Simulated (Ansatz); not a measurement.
## Effect of Au interstitial (started 1.81 Å from the nearest host atom), symmetric start on CuAu

The parent structure is a 16-atom supercell of CuAu (space group P4/mmm, No. 123; a = 2.8815 Å, c = 3.6148 Å) at its relaxed geometry.

Now apply this change: one Au atom is added in an open site, starting 1.81 Å from the nearest host atom, atoms relaxed at fixed cell.

All numbers come from DFT with PBE, PAW potentials and a 420 eV plane-wave cutoff in Ansatz (a program for electronic structure), no spin-orbit coupling. Γ-centred 6×6×6 mesh, Fermi–Dirac width 0.05 eV.

```tsv
quantity	base	changed	shift
pressure	-0.2 GPa	23.2 GPa	+23.4 GPa
largest displacement of a host atom from its site in the perfect cell	–	0.57 Å	–
final site of the added atom	–	4 Cu at 2.38 Å and 2 Au at 2.38 Å (octahedral)	–
```

The cell is small, so the values are those of an ordered compound at a high defect concentration; dilute-limit values will differ. The defect started on the symmetric site and kept its symmetry, so it may sit on a saddle. All final runs are without spin polarisation. The defect cell is not spin-polarised.
